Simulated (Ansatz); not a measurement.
```
CELL_PARAMETERS angstrom
     -1.43226     1.43226     1.43226
      1.43226    -1.43226     1.43226
      1.43226     1.43226    -1.43226
ATOMIC_POSITIONS crystal
  Fe 0.00000 0.00000 0.00000
```

Spin-polarised, with starting moments of sign Fe+.

Computed with plane-wave PAW DFT at the r2SCAN level (Ansatz, an electronic-structure program, 500 eV), no SOC. k-mesh 23×23×23 (Γ-centred); smearing 0.05 eV (Fermi–Dirac).

Predict the largest site moment, band gap and space group.


- Largest site moment = 2.79 μB
- Band gap = zero
- Space group = Im-3m (No. 229)

Other magnetic orders, which the real material may have, were not ruled out. Stability against distortions was not tested. The cell was made from Cr by this change: Cr → Fe.
